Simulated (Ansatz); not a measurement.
Take TiAl (space group P4/mmm, No. 123; a = 2.824 Å, c = 4.075 Å; relaxed with 0.1 eV smearing) as the base. Axes: x, y, z lie along a, b, c of the conventional cell.

Method: Ansatz (a first-principles code), PBE, PAW, cutoff 420 eV, no spin-orbit coupling.

For the base:

* **Pressure**: 0.0 GPa

It is then changed as follows: biaxial strain −0.50 %, plane normal [001], relaxed out of plane (Cartesian); in-plane vectors clamped, the third vector and the atoms free.

Q: How does this affect the pressure?

A: The pressure (mean of the normal stresses, compression positive) goes from zero to 0.6 GPa.

Q: What does the calculation give for the out-of-plane strain after the change?

A: The out-of-plane strain comes out as +0.49 %.

No phonon test of stability was made. All final runs are without spin polarisation.
